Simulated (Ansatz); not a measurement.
Levels about the gap of amorphous Hf18O38Sn (57 atoms in a cell of 740 Å³, 8.84 g/cm³; zone centre alone, so wide bands show as single levels with stretches between that a denser mesh fills), at the geometry that PBE relaxed, where it gives 0.2 GPa on a denser mesh. The participation number counts the atoms over which a state spreads; weights are charges in smoothed Voronoi cells. The levels come from a single point, so bond lengths are those of that geometry. Method of the levels: PBE, scalar-relativistic without spin-orbit coupling (Ansatz, an electronic-structure program). Sampling: the zone centre alone; Fermi-Dirac width 0.02 eV; no spin polarisation. At PBE the levels at the filled edge of the gap are localised (band-tail or defect states).

It comes from a melt-quench run on a machine-learned potential (CHGNet), relaxed afterwards by DFT. O atoms were pushed apart under 1.9 Å during the dynamics, to hinder bonds among them. The hot cell started wider than the set density and was brought back towards it in steps. It is the lowest in DFT energy of 2 quenches. It is a model cell: composition and starting density were chosen by hand, and all elements were melted together. No dispersion term was used. Its density started from a set value of 8.84 and ended at 8.84 g/cm³. The quench (nominally 300 K/ps over its main leg) was far faster than any real one, so the model tends to hold more defects than a real film. One small periodic cell is one sample of the glass; other quenches scatter about these values. The volume was held where the preparation left it and the shape relaxed, at a PBE pressure of 0.2 GPa.

```json
[
 {"E - E(highest filled), eV": "-0.34", "filling": "filled", "participation number": "18.0", "largest on": "O, 3 neighbours", "weight O": "0.94", "weight Hf": "0.06", "weight Sn": "0.00"},
 {"E - E(highest filled), eV": "-0.30", "filling": "filled", "participation number": "16.4", "largest on": "O, 3 neighbours", "weight O": "0.95", "weight Hf": "0.04", "weight Sn": "0.00"},
 {"E - E(highest filled), eV": "-0.25", "filling": "filled", "participation number": "18.3", "largest on": "O, 3 neighbours", "weight O": "0.95", "weight Hf": "0.05", "weight Sn": "0.00"},
 {"E - E(highest filled), eV": "-0.21", "filling": "filled", "participation number": "16.9", "largest on": "O, 3 neighbours", "weight O": "0.95", "weight Hf": "0.05", "weight Sn": "0.00"},
 {"E - E(highest filled), eV": "-0.13", "filling": "filled", "participation number": "9.7", "largest on": "O, 2 neighbours", "weight O": "0.95", "weight Hf": "0.05", "weight Sn": "0.00"},
 {"E - E(highest filled), eV": "-0.03", "filling": "filled", "participation number": "11.1", "largest on": "O, 3 neighbours", "weight O": "0.95", "weight Hf": "0.04", "weight Sn": "0.00"},
 {"E - E(highest filled), eV": "0.00", "filling": "filled", "participation number": "4.8", "largest on": "O, 2 neighbours", "weight O": "0.95", "weight Hf": "0.05", "weight Sn": "0.00"},
 {"E - E(highest filled), eV": "3.17", "filling": "empty", "participation number": "9.2", "largest on": "Sn, 5 neighbours", "weight O": "0.57", "weight Hf": "0.17", "weight Sn": "0.27"},
 {"E - E(highest filled), eV": "3.97", "filling": "empty", "participation number": "9.4", "largest on": "Hf, 6 neighbours", "weight O": "0.39", "weight Hf": "0.61", "weight Sn": "0.00"},
 {"E - E(highest filled), eV": "4.25", "filling": "empty", "participation number": "18.2", "largest on": "Hf, 7 neighbours", "weight O": "0.42", "weight Hf": "0.58", "weight Sn": "0.00"},
 {"E - E(highest filled), eV": "4.45", "filling": "empty", "participation number": "28.4", "largest on": "Hf, 6 neighbours", "weight O": "0.37", "weight Hf": "0.62", "weight Sn": "0.01"},
 {"E - E(highest filled), eV": "4.51", "filling": "empty", "participation number": "21.2", "largest on": "Hf, 6 neighbours", "weight O": "0.38", "weight Hf": "0.62", "weight Sn": "0.01"},
 {"E - E(highest filled), eV": "4.55", "filling": "empty", "participation number": "28.7", "largest on": "Hf, 6 neighbours", "weight O": "0.41", "weight Hf": "0.56", "weight Sn": "0.03"},
 {"E - E(highest filled), eV": "4.65", "filling": "empty", "participation number": "24.4", "largest on": "Hf, 6 neighbours", "weight O": "0.37", "weight Hf": "0.62", "weight Sn": "0.01"}
]
```

Most localised among these is the filled level at +0.00 eV, on a O atom, which has 2 neighbours (Hf 1.97 Å, Hf 1.99 Å).
